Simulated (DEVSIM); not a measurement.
System: abrupt Ge p-n junction, at 300 K.

| layer (left to right) | material | thickness (μm) | Nd (cm⁻³) | Na (cm⁻³) | τn (s) | τp (s) |
|---|---|---|---|---|---|---|
| 1 | Ge | 2.50 | - | 2.2e16 | 4.1e-7 | 4.1e-7 |
| 2 | Ge | 98.0 | 5.5e14 | - | 4.1e-7 | 4.1e-7 |

Left contact: ohmic. Right contact: ohmic. Voltage is applied to the left contact. Recombination: SRH at mid-gap. Mobility is μmin + (μ − μmin)/(1 + (N/Nref)^α).

Constants are typed, rounded textbook-type inputs, not results; the design itself was drawn at random and stands for no fabricated device. Values at 300 K.

| parameter | Ge |
|---|---|
| gap (eV) | 0.664 |
| affinity (eV) | 4 |
| permittivity | 16 |
| Nc (cm⁻³) | 1.04e19 |
| Nv (cm⁻³) | 6e18 |
| μn (cm²/Vs) | 3900 |
| μp (cm²/Vs) | 1900 |
| μn,min | 150 |
| μp,min | 100 |
| Nref,n | 2.6e17 |
| Nref,p | 4e17 |
| αn | 0.56 |
| αp | 0.6 |

Simulated with DEVSIM: 1D drift-diffusion, Boltzmann statistics, complete ionisation; no tunnelling, impact ionisation, image-force lowering or self-heating.

The thickness of layer 1 was swept, all else fixed.

```json
[
 {"thickness of layer 1 (μm)": "0.5", "dark forward voltage at 1 A/cm² (V)": "0.154", "dark forward voltage at 100 A/cm² (V)": "0.865"},
 {"thickness of layer 1 (μm)": "0.88", "dark forward voltage at 1 A/cm² (V)": "0.165", "dark forward voltage at 100 A/cm² (V)": "0.792"},
 {"thickness of layer 1 (μm)": "1.5", "dark forward voltage at 1 A/cm² (V)": "0.173", "dark forward voltage at 100 A/cm² (V)": "0.735"},
 {"thickness of layer 1 (μm)": "2.5", "dark forward voltage at 1 A/cm² (V)": "0.179", "dark forward voltage at 100 A/cm² (V)": "0.689"},
 {"thickness of layer 1 (μm)": "4.2", "dark forward voltage at 1 A/cm² (V)": "0.184", "dark forward voltage at 100 A/cm² (V)": "0.649"},
 {"thickness of layer 1 (μm)": "7.5", "dark forward voltage at 1 A/cm² (V)": "0.188", "dark forward voltage at 100 A/cm² (V)": "0.613"},
 {"thickness of layer 1 (μm)": "12", "dark forward voltage at 1 A/cm² (V)": "0.190", "dark forward voltage at 100 A/cm² (V)": "0.590"}
]
```

From the first row to the last the dark forward voltage at 1 A/cm² goes from 0.154 to 0.190. From the first row to the last the dark forward voltage at 100 A/cm² goes from 0.865 to 0.590.
